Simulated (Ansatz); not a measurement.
# Hypothetical P6_3/mmc PtSe2, pressure series

The parent structure is PtSe2 in the 2H-MoS2 type structure (space group P6_3/mmc, No. 194; a = 3.591 Å, c = 11.248 Å; a hypothetical phase, not in the database extracts checked; layered, stacked along the Cartesian z axis).

Cell and atoms are relaxed at each pressure.

Calculations: r2SCAN+rVV10 (Ansatz, an electronic-structure program, PAW, no spin-orbit coupling), earlier PAW set.

Notes on the quantities. enthalpy: H = E + PV relative to the base's energy.

```
variant           shortest interatomic distance       enthalpy      density
----------------  -----------------------------  -------------  -----------
base                                    2.554 Å              –   9.34 g/cm³
pressure −2 GPa                         2.560 Å  -0.27 eV/atom   8.75 g/cm³
pressure −1 GPa                         2.557 Å  -0.13 eV/atom   9.10 g/cm³
pressure 1.8 GPa                        2.547 Å  +0.23 eV/atom   9.66 g/cm³
pressure 4.2 GPa                        2.539 Å  +0.53 eV/atom  10.00 g/cm³
pressure 9 GPa                          2.526 Å  +1.10 eV/atom  10.55 g/cm³
pressure 18 GPa                         2.506 Å  +2.10 eV/atom  11.35 g/cm³
pressure 30 GPa                         2.481 Å  +3.34 eV/atom  12.12 g/cm³
pressure 45 GPa                         2.454 Å  +4.80 eV/atom  12.90 g/cm³
pressure 60 GPa                         2.433 Å  +6.19 eV/atom  13.56 g/cm³
```

Load acts through the strain it causes; cell and atoms are relaxed under it. Stability against distortions was not tested. Competing high-pressure phases were not computed. The final runs are not spin-polarised. PtSe2 has a high density of states at the Fermi level and may be magnetic at this level.
